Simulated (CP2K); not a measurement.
Band structure of Bi2TeSe2 (R3m, 5 atoms in the cell).

```xyz
5
Lattice="10.5353 0.0000 0.0000 9.6807 4.1567 0.0000 9.6807 1.9905 3.6491" Properties=species:S:1:pos:R:3 pbc="T T T"
Bi    18.1327     3.7283     2.2132
Bi    11.8628     2.4391     1.4479
Te     6.4266     1.3214     0.7844
Se     0.0726     0.0149     0.0089
Se    23.2990     4.7906     2.8438
```

Method: PBEsol, GPW, DZVP-MOLOPT-SR-GTH basis, GTH-PBE potentials (GTH_POTENTIALS) in CP2K 2026.2.

Settings: CUTOFF = 400 Ry; REL_CUTOFF = 40 Ry; SMEAR/METHOD = FERMI_DIRAC; ELECTRONIC_TEMPERATURE = 580.23 K; KPOINTS/SCHEME = MONKHORST-PACK 4 4 4; GAMMA_CENTERED = T; XC_FUNCTIONAL = PBE:PBESOL; Bi/BASIS_SET = DZVP-MOLOPT-SR-GTH-q5; Bi/POTENTIAL = GTH-PBE-q5; Te/BASIS_SET = DZVP-MOLOPT-SR-GTH-q6; Te/POTENTIAL = GTH-PBE-q6; Se/BASIS_SET = DZVP-MOLOPT-SR-GTH-q6; Se/POTENTIAL = GTH-PBE-q6; METHOD = GPW.

The starting cell comes from a database of computed structures (which also holds hypothetical and non-ambient phases and stackings), without a prior relaxation at this level. Spin-orbit coupling is off. Values carry the incompleteness of an atom-centred basis. The potentials were made for another functional than the one used.

Problem. Predict the gap along the standard path and the places of the band edges.

Solution. The gap along the path is 0.52 eV, direct at Γ to within 0.01 eV.

Levels in eV from the top of the valence band on the SCF mesh, bands 11 to 15:
```csv
point,11,12,13,14,15
Γ,-1.30,-0.60,-0.60,0.00,0.52
L,-2.34,-1.63,-0.89,-0.50,1.12
Z,-1.19,-0.65,-0.65,-0.35,0.85
F,-1.74,-1.42,-1.12,-0.88,1.64
P1,-2.04,-1.12,-1.05,-0.98,1.54
P,-2.04,-1.12,-1.05,-0.98,1.54
```

Higher empty bands are left out: an atom-centred basis made for the valence describes them poorly.
